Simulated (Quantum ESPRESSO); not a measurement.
Quantum ESPRESSO run on LuNi₂Ge₂ (I4/mmm, 5 atoms in the cell): self-consistent single point.

Level of theory: PBEsol, PSlibrary ultrasoft (PBE) pseudopotentials (plane waves; Quantum ESPRESSO).

```xyz
5
Lattice="-2.0210 2.0210 4.9037 2.0210 -2.0210 4.9037 2.0210 2.0210 -4.9037" Properties=species:S:1:pos:R:3 pbc="T T T"
Lu     0.0000     0.0000     0.0000
Ni     2.0210     0.0000     2.4518
Ni     0.0000     2.0210     2.4518
Ge     0.0000     0.0000     6.1501
Ge     0.0000     0.0000     3.6573
```

Reference input (self-consistent single point, DFT, LDA (PZ), plane waves, PSlibrary ultrasoft (LDA) pseudopotentials): ecutwfc = 50 Ry; ecutrho = 400 Ry; occupations = smearing; smearing = fermi-dirac; degauss = 0.0073499 Ry; K_POINTS = automatic 7 7 7 0 0 0; conv_thr = 1e-11 Ry. This run's input differs from it in these lines:

```diff
@@ -16,2 +16,3 @@
  degauss = 0.0073499
+ input_dft = 'pbesol'
 /
@@ -21,5 +22,5 @@
 ATOMIC_SPECIES
-Lu   174.9668  Lu.pz-spdn-rrkjus_psl.1.0.0.UPF
-Ni    58.6934  Ni.pz-n-rrkjus_psl.1.0.0.UPF
-Ge    72.6300  Ge.pz-n-rrkjus_psl.1.0.0.UPF
+Lu   174.9668  Lu.pbe-spdn-rrkjus_psl.1.0.0.UPF
+Ni    58.6934  Ni.pbe-n-rrkjus_psl.1.0.0.UPF
+Ge    72.6300  Ge.pbe-n-rrkjus_psl.1.0.0.UPF
 ATOMIC_POSITIONS {angstrom}
```

Output (repeated stretches shortened):

```
     Self-consistent Calculation

     iteration #  1     ecut=    50.00 Ry     beta= 0.70

     total energy              =    -347.91350456 Ry
     estimated scf accuracy    <       0.93921272 Ry

     iteration #  2     ecut=    50.00 Ry     beta= 0.70

     total energy              =    -343.49301112 Ry
     estimated scf accuracy    <      71.67999395 Ry

     iteration #  3     ecut=    50.00 Ry     beta= 0.70

     total energy              =    -348.61335789 Ry
     estimated scf accuracy    <       0.11815089 Ry

   [... 11 blocks of this kind left out ...]

     iteration # 15     ecut=    50.00 Ry     beta= 0.70

     total energy              =    -348.61088545 Ry
     estimated scf accuracy    <          1.9E-10 Ry

     iteration # 16     ecut=    50.00 Ry     beta= 0.70
     End of self-consistent calculation

     the Fermi energy is    11.0903 ev

!    total energy              =    -348.61088545 Ry
     estimated scf accuracy    <          6.5E-12 Ry
     smearing contrib. (-TS)   =      -0.00777637 Ry
     internal energy E=F+TS    =    -348.60310908 Ry

     convergence has been achieved in  16 iterations

     Forces acting on atoms (cartesian axes, Ry/au):

     atom    1 type  1   force =     0.00000000    0.00000000    0.00000000
     atom    2 type  2   force =     0.00000000    0.00000000    0.00000000
     atom    3 type  2   force =    -0.00000000   -0.00000000    0.00000000
     atom    4 type  3   force =     0.00000000    0.00000000    0.00173124
     atom    5 type  3   force =     0.00000000    0.00000000   -0.00173124

     Total force =     0.002448     Total SCF correction =     0.000002

          total   stress  (Ry/bohr**3)                   (kbar)     P=      -59.54
  -0.00041547  -0.00000000  -0.00000000          -61.12       -0.00       -0.00
  -0.00000000  -0.00041547  -0.00000000           -0.00      -61.12       -0.00
  -0.00000000  -0.00000000  -0.00038336           -0.00       -0.00      -56.39

   JOB DONE.
```

The run converged in 16 iterations. Against the reference run the pressure goes from -10.41 to -5.95 GPa and the largest force goes from 0.177 to 0.045 eV/Å.

The starting cell comes from a database of computed structures (which also holds hypothetical and non-ambient phases and stackings), without a prior relaxation at this level. Its lattice was rescaled by a random factor within 2.5 % of one. Spin polarisation is off. With a pressure of about -6 GPa the cell is away from its equilibrium volume at this level.

Cost on one core of a shared machine: roughly 3 min.
